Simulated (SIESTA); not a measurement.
SIESTA run on PtSe₂ (P1, 3 atoms in the cell): self-consistent single point.

Level of theory: GGA PBEsol, numerical atomic orbitals DZP, PseudoDojo PBEsol standard norm-conserving potentials (rewritten from UPF to PSML) in SIESTA.

```
PtSe2
1.0
    3.71731     0.00000     0.00000
   -1.85865     3.21929     0.00000
    0.00000     0.00000     5.82007
Pt Se
1 2
Direct
  0.00025   0.00041   0.99924
  0.66390   0.32754   0.77044
  0.33584   0.67205   0.23032
```

Reference input (self-consistent single point, DFT, GGA PBEsol, numerical atomic orbitals DZP, PseudoDojo PBEsol standard norm-conserving potentials (rewritten from UPF to PSML)): XC.functional = GGA; XC.authors = PBEsol; potentials = PseudoDojo PBEsol standard; PAO.BasisSize = DZP; PAO.EnergyShift = 0.005 Ry; MeshCutoff = 300 Ry; kgrid.MonkhorstPack = 7 7 4; OccupationFunction = FD; ElectronicTemperature = 10 K; MaxSCFIterations = 150; SCF.Mixer.Method = Pulay; SCF.Mixer.Weight = 0.1. This run's input differs from it in these lines:

```diff
@@ -29,5 +29,5 @@
 %block kgrid.MonkhorstPack
-    7   0   0  0.0
-    0   7   0  0.0
-    0   0   4  0.0
+    5   0   0  0.0
+    0   5   0  0.0
+    0   0   3  0.0
 %endblock kgrid.MonkhorstPack
```

The program printed (abridged):

```
        iscf     Eharris(eV)        E_KS(eV)     FreeEng(eV)     dDmax    Ef(eV) dHmax(eV)
   scf:    1   -10093.769112   -10128.213744   -10128.213744  0.672389 -2.336420 23.350937
   scf:    2   -10145.993488   -10138.429754   -10138.429754  0.220187 -2.942265 12.330899
   scf:    3   -10142.692063   -10142.051450   -10142.051450  0.252738 -3.661760  1.340744
   scf:    4   -10142.040807   -10142.082399   -10142.082399  0.110715 -3.955177  1.055401
   scf:    5   -10142.130403   -10142.119905   -10142.119905  0.017799 -3.636495  0.111393
   [... 3 lines left out ...]
   scf:    9   -10142.121170   -10142.121141   -10142.121141  0.001706 -3.630090  0.008898
   scf:   10   -10142.121143   -10142.121143   -10142.121143  0.000279 -3.628567  0.002653
   scf:   11   -10142.121144   -10142.121144   -10142.121144  0.000080 -3.629118  0.000041
   scf:   12   -10142.121144   -10142.121144   -10142.121144  0.000009 -3.629134  0.000074
SCF Convergence by DM+H criterion
max |DM_out - DM_in|         :     0.0000094906
max |H_out - H_in|      (eV) :     0.0000738797
SCF cycle converged after 12 iterations

Using DM_out to compute the final energy and forces

siesta: E_KS(eV) =           -10142.1211

siesta: E_KS - E_eggbox =    -10142.1211

siesta: Atomic forces (eV/Ang):
     1   -0.003790   -0.036701    0.123491
     2   -0.003449    0.187763   -0.339040
     3    0.007960   -0.148836    0.215147
   Tot    0.000721    0.002226   -0.000402
   Max    0.339040
   Res    0.161703    sqrt( Sum f_i^2 / 3N )
   Max    0.339040    constrained

Stress tensor Voigt[x,y,z,yz,xz,xy] (kbar):      -20.95       -8.79       12.72       10.12       -0.34        0.93
(Free)E + p*V (eV/cell)   -10141.8746
Target enthalpy (eV/cell)   -10142.1211

   [... lines left out ...]
siesta: FreeEng =    -10142.121144
   [... lines left out ...]
siesta:    -0.013073    0.000583   -0.000211
siesta:     0.000583   -0.005486    0.006319
siesta:    -0.000211    0.006319    0.007942

siesta: Cell volume =         69.649245 Ang**3

siesta: Pressure (static):
siesta:                Solid            Molecule  Units
siesta:           0.00003855          0.00010969  Ry/Bohr**3
siesta:           0.00353914          0.01007158  eV/Ang**3
siesta:           5.67031975         16.13644963  kBar
```

The run converged in 12 iterations. Against the reference run the free energy rises by 1.6 meV/atom, the pressure stays near 0.57 GPa while the zz stress (positive for compression) goes from -0.69 to -1.27 GPa, the largest force hardly changes (0.380 to 0.388 eV/Å) and the gap on the mesh goes from 0.309 to 0.579 eV.

The starting cell comes from a database of computed structures (which also holds hypothetical and non-ambient phases and stackings), without a prior relaxation at this level. Its atoms were displaced at random from the sites of space group no. 164. Spin-orbit coupling is off. Values carry the incompleteness of an atom-centred basis. Another mesh or the band path of this cell gives a smaller gap, so this value is not converged in the mesh.
